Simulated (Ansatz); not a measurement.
**Effect of tensor shear ε_xy = +1.31 % on HfSi2**

Take HfSi2 (space group Cmcm, No. 63; a = 3.650 Å, b = 14.350 Å, c = 3.635 Å) as the base. Axes: x, y, z lie along a, b, c of the conventional cell.

One thing is altered: tensor shear ε_xy = +1.31 % (engineering shear γ = 0.0262), atoms relaxed at fixed cell.

All numbers come from PBEsol, PAW, 420 eV (Ansatz, a quantum-chemistry and plane-wave program; no spin-orbit coupling). Γ-centred 13×13×13 mesh, Fermi–Dirac width 0.05 eV.

| quantity | base | changed | shift |
|---|---|---|---|
| volume per atom | 15.87 Å³ | 15.87 Å³ | 0.00 Å³ |
| space group | Cmcm (No. 63) | P2_1/m (No. 11) | – |
| shortest interatomic distance | 4.558 bohr | 4.560 bohr | +0.002 bohr |
| energy relative to the base (free energy F) | 0 meV/atom | +4.0 meV/atom | +4.0 meV/atom |
| band gap | zero | zero | – |
| stress (xx, yy, zz, yz, xz, xy; compression positive) (rough) | – | (0.2, 0.1, 0.0, 0.0, 0.0, -3.1) GPa | – |

Final structure:

```
HfSi2
1.0
    1.73114    -7.15092     0.00000
    1.91912     7.19874     0.00000
    0.00000     0.00000     3.63523
Si Hf
4 2
Cartesian
  1.75005  -6.35759   2.72642
  1.90021   6.40541   0.90881
  1.87908   3.61270   2.72642
  1.77119  -3.56488   0.90881
  1.80406  -1.47890   2.72642
  1.84621   1.52672   0.90881
```

Without a gap, meshes like the base's 13×13×13 leave anisotropic stresses uncertain by several tenths of a GPa, and small strain energies with them. The cells carry an imposed strain or load. Whether these cells are dynamically stable was not tested. All final runs are without spin polarisation.
